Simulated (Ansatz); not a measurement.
**What Al → Na does to ScAl3**

Consider ScAl$_{3}$ in the Cu3Au type structure (space group Pm-3m, No. 221; a = 4.105 Å).

Perturbation: Na takes the place of Al on all its sites, then cell and atoms are relaxed.

Level of theory: Ansatz (an electronic-structure program) PBE, no spin-orbit coupling, earlier PAW set. k-mesh 9×9×9 (Γ-centred); smearing 0.05 eV (Fermi–Dirac), for the changed cell.

```csv
quantity,base,changed,shift
volume per atom,17.30 Å³,31.85 Å³,+14.55 Å³
density,3.02 g/cm³,1.49 g/cm³,-1.536 g/cm³
lattice parameter a,410.5 pm,503.2 pm,+92.61 pm
shortest interatomic distance,290.3 pm,355.8 pm,+65.5 pm
band gap,zero,zero,–
```

Final structure:

```
Na3Sc
1.0
    5.03154     0.00000     0.00000
    0.00000     5.03154     0.00000
    0.00000     0.00000     5.03154
Na Sc
3 1
Direct
  0.00000   0.50000   0.50000
  0.50000   0.50000   0.00000
  0.50000   0.00000   0.50000
  0.00000   0.00000   0.00000
```

Whether these cells are dynamically stable was not tested. For Na3Sc in this form, whether it has been made was not checked. All final runs are without spin polarisation. Na3Sc has a high density of states at the Fermi level and may be magnetic at this level.
